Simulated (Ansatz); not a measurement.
Start from InP in the zinc blende structure (space group F-43m, No. 216).

```xyz
2
Lattice="0.0000 2.9537 2.9537 2.9537 0.0000 2.9537 2.9537 2.9537 0.0000" Properties=species:S:1:pos:R:3 pbc="T T T"
P      4.4305     4.4305     4.4305
In     0.0000     0.0000     0.0000
```

Cartesian axes are those of the cell as printed.

Method: r2SCAN in Ansatz (plane waves to 500 eV, PAW, without spin-orbit coupling), earlier PAW set.

Strains are applied to the cell and any free atomic positions relax; under biaxial strain the out-of-plane vector relaxes too; under stress the whole cell relaxes.

One change was made to it. Results:

```csv
quantity,base,after
band gap,1.02 eV,0.82 eV
energy relative to the base (free energy F),0 meV/atom,+10 meV/atom
"valence-band top at Γ (three highest levels, from the VBM)","0.00, 0.00, 0.00 eV","0.00, 0.00, -0.32 eV"
```

Task: What was done to the base?
A) uniaxial stress, 3 GPa tension along x
B) biaxial strain +0.48 %, plane normal [111], relaxed out of plane
C) biaxial strain −0.79 %, plane normal [001], relaxed out of plane

Result: A, uniaxial stress, 3 GPa tension along x. For comparison, the band gap in the other runs: biaxial strain +0.48 %, plane normal [111], relaxed out of plane gives 0.95 eV; biaxial strain −0.79 %, plane normal [001], relaxed out of plane gives 1.04 eV.

Beyond what the load breaks, stability against distortions was not tested.

Ansatz is an electronic-structure program.
